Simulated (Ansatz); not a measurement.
# hcp Co, ferromagnetic (0 0 1) on zinc-blende InP (1 1 1) (film strained to the substrate, faces as cut; started ferromagnetic)

A periodic stack without vacuum, hcp Co, ferromagnetic (0 0 1) on zinc-blende InP (1 1 1) (film strained to the substrate, faces as cut; started ferromagnetic): substrate slab In4P4, film Co18, surface cells [[0, 1], [-1, 0]] and [[-1, 1], [-1, -2]], film strained by -2.4 and -2.4 %, faces In/P and Co/Co as cut (like faces can put a slab off its formula).

The start was prepared with a machine-learned potential, and the result is one local minimum, with the in-plane cell held and forces under 0.04 eV/Å; the film can end far from its bulk form.

Computed with PBE (plane waves to 420 eV, PAW; Ansatz, an electronic-structure program). Scalar-relativistic, without spin–orbit coupling; PBE gaps are too small against experiment. Its k-point mesh 9×9×1, Fermi–Dirac width 0.05 eV.

The interface area is 15.4 Å² and the period comes out as 25.77 Å. The gaps between the outermost planes at the two interfaces is 1.82 and 2.43 Å and the Co–In contacts across the interfaces within 1.22 times the sum of covalent radii is 6, mean 2.95 Å. The Co–P contacts across the interfaces within 1.22 times the sum of covalent radii is 3, mean 2.31 Å and the estimate of the barrier is withheld, since the two interfaces are unlike. The slope of the mean potential energy in the substrate comes out as -5.8 MV/cm × e.

```yaml
crystal:
  lattice:
    - [4.21210, -0.00015, -0.13871]
    - [-2.10588, 3.64982, 0.06973]
    - [-2.60080, 1.21778, 25.87331]
  atoms:
    - { symbol: In, position: [0.95998, 0.98000, 0.04588] }
    - { symbol: In, position: [0.38407, 0.60026, 0.18249] }
    - { symbol: In, position: [0.80660, 0.22101, 0.31616] }
    - { symbol: In, position: [0.23352, 0.83518, 0.45033] }
    - { symbol: P, position: [0.31736, 0.63419, 0.08254] }
    - { symbol: P, position: [0.73983, 0.25534, 0.21663] }
    - { symbol: P, position: [0.16253, 0.87599, 0.35030] }
    - { symbol: P, position: [0.59083, 0.49007, 0.48640] }
    - { symbol: Co, position: [0.97611, 0.46751, 0.55718], spin: 1.7 }
    - { symbol: Co, position: [0.30559, 0.13182, 0.55727], spin: 1.7 }
    - { symbol: Co, position: [0.64116, 0.80259, 0.55735], spin: 1.7 }
    - { symbol: Co, position: [0.69107, 0.44166, 0.63429], spin: 1.7 }
    - { symbol: Co, position: [0.02502, 0.10825, 0.63523], spin: 1.7 }
    - { symbol: Co, position: [0.35833, 0.77467, 0.63548], spin: 1.7 }
    - { symbol: Co, position: [0.07673, 0.41579, 0.71516], spin: 1.7 }
    - { symbol: Co, position: [0.41144, 0.08332, 0.71519], spin: 1.7 }
    - { symbol: Co, position: [0.74423, 0.74865, 0.71513], spin: 1.7 }
    - { symbol: Co, position: [0.79528, 0.39019, 0.79370], spin: 1.7 }
    - { symbol: Co, position: [0.12836, 0.05696, 0.79362], spin: 1.7 }
    - { symbol: Co, position: [0.46192, 0.72377, 0.79362], spin: 1.7 }
    - { symbol: Co, position: [0.18048, 0.36412, 0.87418], spin: 1.7 }
    - { symbol: Co, position: [0.51417, 0.03122, 0.87416], spin: 1.7 }
    - { symbol: Co, position: [0.84694, 0.69779, 0.87418], spin: 1.7 }
    - { symbol: Co, position: [0.89756, 0.33985, 0.95139], spin: 1.7 }
    - { symbol: Co, position: [0.23205, 0.00531, 0.95155], spin: 1.7 }
    - { symbol: Co, position: [0.56322, 0.67089, 0.95161], spin: 1.7 }
```
